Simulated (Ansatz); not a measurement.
Si (diamond structure), cut as [110] fin, 0.55 nm by 1.16 nm, dimers on {100} faces where they fit, ended by OH. Cell contents Si32O20H20; atoms relaxed. k-points: Γ-centred 1×1×4 mesh; occupations: Fermi-Dirac, 0.020 eV; spin polarisation not allowed. Spin-orbit coupling is left out.

 The period along the axis is held at the bulk value.

What electronic structure (gap or metallic character, levels against vacuum) does PBE run with Ansatz (a first-principles code) give?


| Item | Value |
|---|---|
| electronic character | not metallic |
| Kohn-Sham band gap | 0.89 eV |
| character of the gap on the mesh and a band path of the cell's zone | direct |
| k-point of the valence-band top (reciprocal lattice units) | (0.000, 0.000, 0.000) |
| k-point of the conduction-band bottom (reciprocal lattice units) | (0.000, 0.000, 0.000) |
| depth of the highest filled level under the vacuum level | 4.74 eV |
| depth of the lowest empty level under the vacuum level | 3.85 eV |
| weight of the highest filled level on the outer atoms and the ending | 0.61 |
| weight of the lowest empty level on the outer atoms and the ending | 0.71 |
| electron mass at the zone centre | 0.13 mₑ along the axis |
| hole mass of the top band at the zone centre | 0.18 mₑ along the axis |
| change of bonding against the cut | none |
| number of neighbours within 2.837 Å (ending not counted) | 3 for 20 atoms, 4 for 12 atoms |
| mean Si-Si distance (least to greatest) | 2.376 Å (2.329 to 2.435) |
